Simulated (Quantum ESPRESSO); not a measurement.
A self-consistent single point of GaN (F-43m, 2 atoms in the cell) with Quantum ESPRESSO.

Method of the run: PBE, GBRV 1.5 ultrasoft (PBE) pseudopotentials (plane waves; Quantum ESPRESSO 7.5).

The change in words: lattice scaled by 0.98. Reference geometry:
```yaml
crystal:
  lattice:
    - [-2.30195, 0.00000, 2.30195]
    - [0.00000, 2.30195, 2.30195]
    - [-2.30195, 2.30195, 0.00000]
  atoms:
    - { symbol: Ga, position: [0.00000, 0.00000, 0.00000] }
    - { symbol: N, position: [0.75000, 0.75000, 0.75000] }
```

Reference input (self-consistent single point, DFT, PBE, plane waves, GBRV 1.5 ultrasoft (PBE) pseudopotentials): ecutwfc = 50 Ry; ecutrho = 250 Ry; occupations = fixed; potentials = {Ga: ga_pbe_v1.4.uspp.F.UPF, N: n_pbe_v1.2.uspp.F.UPF}; K_POINTS = automatic 6 6 6 0 0 0; nbnd = 16; conv_thr = 1e-11 Ry. This run's input differs from it in these lines:

```diff
@@ -11,3 +11,3 @@
     ibrav = 2
-    celldm(1) = 8.7001101052
+    celldm(1) = 8.5261079031
     nat = 2
```

Output (repeated stretches shortened):

```
     Self-consistent Calculation

     iteration #  1     ecut=    50.00 Ry     beta= 0.70

---- Real-time Memory Report at c_bands before calling an iterative solver
            76 MiB given to the printing process from OS
            20 MiB allocation reported by mallinfo(arena+hblkhd)
------------------

     total energy              =    -432.26418292 Ry
     estimated scf accuracy    <       5.35131245 Ry

     iteration #  2     ecut=    50.00 Ry     beta= 0.70

---- Real-time Memory Report at c_bands before calling an iterative solver
            82 MiB given to the printing process from OS
   [... lines left out ...]

---- Real-time Memory Report at c_bands before calling an iterative solver
            85 MiB given to the printing process from OS
            51 MiB allocation reported by mallinfo(arena+hblkhd)
------------------

     total energy              =    -435.54945809 Ry
     estimated scf accuracy    <          3.3E-09 Ry

     iteration # 10     ecut=    50.00 Ry     beta= 0.70

---- Real-time Memory Report at c_bands before calling an iterative solver
            85 MiB given to the printing process from OS
            51 MiB allocation reported by mallinfo(arena+hblkhd)
------------------
     End of self-consistent calculation

     highest occupied, lowest unoccupied level (ev):    10.7811   12.5001

!    total energy              =    -435.54945809 Ry
     estimated scf accuracy    <          4.7E-12 Ry

     convergence has been achieved in  10 iterations

     Forces acting on atoms (cartesian axes, Ry/au):

     atom    1 type  1   force =     0.00000000    0.00000000    0.00000000
     atom    2 type  2   force =     0.00000000    0.00000000   -0.00000000

     Total force =     0.000000     Total SCF correction =     0.000000

          total   stress  (Ry/bohr**3)                   (kbar)     P=       44.09
   0.00029973  -0.00000000  -0.00000000           44.09       -0.00       -0.00
  -0.00000000   0.00029973   0.00000000           -0.00       44.09        0.00
  -0.00000000   0.00000000   0.00029973           -0.00        0.00       44.09

   JOB DONE.
```

The run converged in 10 iterations. Against the reference run the free energy falls by 2.6 meV/atom, the pressure goes from -5.82 to 4.41 GPa and the gap on the mesh goes from 1.332 to 1.719 eV.

The starting cell comes from a database of computed structures (which also holds hypothetical and non-ambient phases and stackings), without a prior relaxation at this level. Its lattice was rescaled by a random factor within 2.5 % of one. For this run, on top of that: lattice scaled by 0.98. With a pressure of about 4 GPa the cell is away from its equilibrium volume at this level.
